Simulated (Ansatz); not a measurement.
## SnO2: energy against strain

SnO2 (rutile, P4_2/mnm, 11.858 Å³/atom at rest, c along z) under a strain ε along c (axis z), the other axes held. LDA in Ansatz, a plane-wave DFT program (PAW, default set), 420 eV, 7×7×10 Γ-centred mesh, Fermi-Dirac smearing 0.05 eV; ions are relaxed within the symmetry of each cell.

Here s stands for strain and y for E less E0.

```csv
strain (%),E less E0 (meV/atom)
-3.00,?
-1.20,2.34
-0.60,0.56
0.00,0.00
0.60,0.56
1.20,2.21
```

Taking a parabola for y over the 5 complete rows: Least squares gives y = -0.006 - 0.0433·s + 1.5833·s². Residuals (row less fit): 0.014, -0.030, 0.006, 0.022, -0.012; standard error 0.030 (degrees of freedom: 2). Twice the quadratic coefficient over the volume, 2 × 1.5833 meV × 10⁴ × 0.1602 / 11.858 Å³, is the elastic constant C33 = 428 ± 6 GPa.

Estimate the missing y (s = -3.00); what did the run itself give?

y = -0.006 - 0.0433 × (-3.0) + 1.5833 × (-3.0)² = 14.374 meV/atom. The calculation gives 15.26 meV/atom, 0.886 meV/atom above the prediction (5.8 % of the range of y in the table). The row lies outside the fitted rows, so this is an extrapolation. From the scatter of the fitted rows alone, a prediction at this place has a standard error of 0.191 meV/atom, so the miss is 4.6 times that.

One order more, fitted to all 11 runs of the series, follows each within 0.02, so the miss is the next term of a smooth law. Rows are the converged runs of the series near zero and its far end; series whose fitted rows scatter by over a few per cent of the range, as at a crossing or softening among them, aren't shown in this form. Most that stay on the fit to the last digits aren't either.
